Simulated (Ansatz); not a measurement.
**Response to strain in BP**

Start from BP in the zinc blende structure (space group F-43m, No. 216; a = 4.537 Å). Axes: x, y, z lie along the cube axes.

Strains are applied to the cell and any free atomic positions relax.

Computed with r2SCAN, PAW, 500 eV (Ansatz, a first-principles code; spin-orbit coupling left out).

Notes on the quantities. energy relative to the base: free energy F.

```json
[
 {"uniaxial strain ε_zz (%)": "-3", "energy relative to the base (meV/atom)": "12.1"},
 {"uniaxial strain ε_zz (%)": "-2.5", "energy relative to the base (meV/atom)": "8.4"},
 {"uniaxial strain ε_zz (%)": "-2", "energy relative to the base (meV/atom)": "5.3"},
 {"uniaxial strain ε_zz (%)": "-1.5", "energy relative to the base (meV/atom)": "?"},
 {"uniaxial strain ε_zz (%)": "-1", "energy relative to the base (meV/atom)": "1.3"},
 {"uniaxial strain ε_zz (%)": "-0.5", "energy relative to the base (meV/atom)": "0.3"},
 {"uniaxial strain ε_zz (%)": "0", "energy relative to the base (meV/atom)": "0.0"}
]
```

**Question.** Fit ΔE = Aε² + Bε³ (ε in %) to the rows shown and predict the withheld row.

**Answer.** Least squares on the printed values gives A = 1.30 and B = -0.016 meV/atom (largest residual 0.0 meV/atom); this predicts 3.0 meV/atom, and the run gives 3.0 meV/atom, in agreement.

Whether these cells are dynamically stable was not tested.
